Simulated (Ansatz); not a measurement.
System: MgS (model structure, from the litharge type, P4/nmm, No. 129). Method: r²SCAN in Ansatz (PAW).

Input:

Ansatz 0.2 input:
```yaml
crystal:
  lattice:
    - [4.8878931916, 0.0, 0.0]
    - [0.0, 4.8878931916, 0.0]
    - [0.0, 0.0, 4.144521484]
  atoms:
    - { symbol: Mg, position: [0.5, 0.0, 0.0726014891] }
    - { symbol: Mg, position: [0.0, 0.5, 0.9273985109] }
    - { symbol: S, position: [0.0, 0.0, 0.0] }
    - { symbol: S, position: [0.5, 0.5, 0.0] }
basis:
  ecutwfc: 560
  ecutrho_ratio: 4
  xc_grid: 3
kpoints:
  mp_grid: { grid: [12, 12, 14] }
hamiltonian:
  xc: r2scan
  dispersion: none
  pseudopotentials: { kind: paw }
scf:
  occupations: { method: fermi_dirac, width: 0.05 }
  convergence: { dr2_threshold: 0.0000000004 }
output:
  forces: true
  stress: true
  eigenvalues: true
```

Problem. How many irreducible k-points, plane waves at Γ does the program set up, and what pressure does the run end with?

Solution. 224 irreducible k-points, 2995 plane waves at Γ; P = 0.92 GPa, so the cell is compressed and would expand at this level.

The run printed, among other lines:

```
Crystal: 4 atoms, lattice volume = 99.019 Å³
Basis set: ecut = 560 eV, 2995 PW (Γ), exchange–correlation on 120×120×96 points (27 copies of the dense FFT grid, shifted against one another)
Bands: 20, of which v1, the nominal top of the filled ones, is band 16 counted from 1 (15 counted from 0)
Symmetry: 16 space group operations
Space group: P4/nmm (ITA 129), of the structure as read, at distance tolerance 4.6e-5 Å
k-points: 224 of 2016
Functional: x = r2scan, c = r2scan; τ floored in thin density (d = 2e-4 eV/Å³)
SCF iter   1: F=—  HF=-5669.233200 eV  |F-HF|=—  |Δ(HF+E_count)|=         —  Δρ=5.80e-3  dr2=1.72e-2  dr2_τ=1.51e-2
SCF iter   2: F=—  HF=-5669.312326 eV  |F-HF|=—  |Δ(HF+E_count)|=   7.91e-2  Δρ=2.99e-3  dr2=7.70e-3  dr2_τ=1.08e-4
  ...
SCF iter   7: F=—  HF=-5669.312364 eV  |F-HF|=—  |Δ(HF+E_count)|=   5.25e-8  Δρ=9.42e-7  dr2=5.78e-10  dr2_τ=3.44e-11
SCF iter   8: F=-5669.312364 eV  HF=-5669.312364 eV  |F-HF|=3.64e-11  |Δ(HF+E_count)|=  8.44e-10  Δρ=2.03e-7  dr2=4.50e-11  dr2_τ=1.02e-12
SCF 1 converged in 8 iterations: F = -5669.312364 eV  dr2 = 4.50e-11
SCF converged after 8 iterations
Free energy (F): -5669.312364 eV
Internal energy: -5669.312364 eV  (E = F + TS)
E sigma→0 (E₀):  -5669.312364 eV
Fermi energy:    4.412558 eV
--- Forces (eV/Å), atoms counted from 1 ---
  atom   1  Mg     0.00000000     0.00000000    -0.05823245
  atom   2  Mg     0.00000000     0.00000000     0.05823245
  atom   3  S      0.00000000     0.00000000     0.00000000
  atom   4  S      0.00000000     0.00000000     0.00000000
--- Stress (GPa, compression-positive) ---
        0.625548       0.000000       0.000000
        0.000000       0.625548       0.000000
        0.000000       0.000000       1.520134
  P = ⅓ Tr σ = 0.9237 GPa (9.237 kbar)
```

The PAW data were made under PBE.

Note: the cell keeps the symmetry of its start, so it can be a saddle point. Note: cell and atoms aren't relaxed at this level (largest force 0.06 eV/Å, pressure 0.9 GPa). Note: the cell has widely spaced layers and the level no dispersion term, so their spacing and the moduli can rest on weak binding.

A model structure was made by putting elements into a prototype or built by hand; it is no filed structure, need not be a known phase, and can be a saddle point held by its symmetry.

Ansatz is a first-principles code.
